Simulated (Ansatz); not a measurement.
The starting structures come from a database of crystals and need not be the phases stable at ambient conditions.

 Where the default PAW files enter, the runs use the earlier of Ansatz's two default sets.

Data:

```xyz
12
Lattice="4.1141 0.0000 0.0000 0.0000 4.5272 0.0000 0.0000 0.0000 5.0812" Properties=species:S:1:pos:R:3 pbc="T T T"
Si     2.0571     3.3954     1.7667
Si     2.0571     1.1318     3.3146
Si     0.0000     1.1318     0.7739
Si     0.0000     3.3954     4.3073
O      3.0070     2.6256     3.1381
O      1.1071     1.9015     1.9432
O      3.1642     0.3620     4.4838
O      0.9500     4.1651     0.5975
O      0.9500     1.9015     4.4838
O      3.1642     2.6256     0.5975
O      1.1071     4.1651     3.1381
O      3.0070     0.3620     1.9432
```

Space group of this cell: Pbcn. The cell is taken as given; by r2SCAN its mean pressure is -9.8 GPa.

The current runs along the normal of the first two printed vectors. All runs by Ansatz (an electronic-structure program), plane waves and PAW, without spin-orbit coupling; the base is r2SCAN.

```json
[
 {"run": "base", "mean pressure (GPa)": "-9.8", "gap (eV)": "6.20", "mid-gap κ (1/Å)": "0.398"},
 {"run": "all lengths scaled by 0.98", "mean pressure (GPa)": "11.1", "gap (eV)": "7.35", "mid-gap κ (1/Å)": "0.445"},
 {"run": "all lengths scaled by 1.02", "mean pressure (GPa)": "-25.6", "gap (eV)": "5.15", "mid-gap κ (1/Å)": "0.353"},
 {"run": "lda in place of r2scan", "mean pressure (GPa)": "-14.5", "gap (eV)": "[?]", "mid-gap κ (1/Å)": "[?]"},
 {"run": "lengths across the current scaled by 0.98, ions clamped", "mean pressure (GPa)": "3.9", "gap (eV)": "[?]", "mid-gap κ (1/Å)": "[?]"},
 {"run": "lengths across the current scaled by 1.02, ions clamped", "mean pressure (GPa)": "-21.0", "gap (eV)": "[?]", "mid-gap κ (1/Å)": "[?]"},
 {"run": "lengths along the current scaled by 0.97, ions clamped", "mean pressure (GPa)": "-0.2", "gap (eV)": "6.84", "mid-gap κ (1/Å)": "0.420"},
 {"run": "lengths along the current scaled by 1.03, ions clamped", "mean pressure (GPa)": "-17.7", "gap (eV)": "5.59", "mid-gap κ (1/Å)": "0.374"},
 {"run": "pbesol in place of r2scan", "mean pressure (GPa)": "-6.9", "gap (eV)": "5.24", "mid-gap κ (1/Å)": "0.369"}
]
```

**Question.** Fill in the missing entries.

**Answer.** 
- lda in place of r2scan, gap (eV): 5.27
- lda in place of r2scan, mid-gap κ (1/Å): 0.375
- lengths across the current scaled by 0.98, ions clamped, gap (eV): 6.89
- lengths across the current scaled by 0.98, ions clamped, mid-gap κ (1/Å): 0.428
- lengths across the current scaled by 1.02, ions clamped, gap (eV): 5.54
- lengths across the current scaled by 1.02, ions clamped, mid-gap κ (1/Å): 0.368
